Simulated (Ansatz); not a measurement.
The reference is WSi₂ (space group I4/mmm, No. 139; a = 3.1853 Å, c = 7.7731 Å; relaxed with 0.1 eV smearing). Axes: x, y, z lie along a, b, c of the conventional cell.

Structures relaxed with LDA (Ansatz, a program for electronic structure, PAW, spin-orbit coupling left out).

Base:

Simulated powder pattern, Cu Kα, λ = 1.54184 Å (kinematic, ideal powder, no thermal factors, no anomalous dispersion; the 14 strongest lines at most, above 2 %, up to 2θ = 90°):

```tsv
2θ (°)	I/Imax (%)	hkl
22.88	50	(002)
30.33	100	(101)
40.03	59	(110)
45.11	84	(103)
46.61	33	(112)
46.75	7.9	(004)
57.90	20	(200)
63.08	14	(202)
63.20	13	(114)
66.76	23	(211)
66.98	12	(105)
76.28	37	(213)
77.49	7.5	(204)
86.70	14	(116)
```

After one change:

Simulated powder pattern, Cu Kα, λ = 1.54184 Å (kinematic, ideal powder, no thermal factors, no anomalous dispersion; the 14 strongest lines at most, above 2 %, up to 2θ = 90°):

| 2θ (°) | I/Imax (%) |
|---|---|
| 22.88 | 82 |
| 29.68 | 87 |
| 30.33 | 82 |
| 39.53 | 100 |
| 44.65 | 71 |
| 45.11 | 69 |
| 46.16 | 56 |
| 56.36 | 18 |
| 62.83 | 22 |
| 65.35 | 20 |
| 66.41 | 19 |
| 74.94 | 32 |
| 75.95 | 31 |
| 86.38 | 23 |

### Question
Which change produced these results?
A) uniaxial strain ε_xx = +0.50 %
B) uniaxial strain ε_xx = −3.00 %
C) uniaxial strain ε_xx = +2.50 %
D) uniaxial strain ε_xx = +1.00 %

### Answer
C, uniaxial strain ε_xx = +2.50 %. Its volume per atom is 13.47 Å³ against 13.14 Å³, and its space group is Immm (No. 71).

Stability against distortions was not tested. The final runs are not spin-polarised.
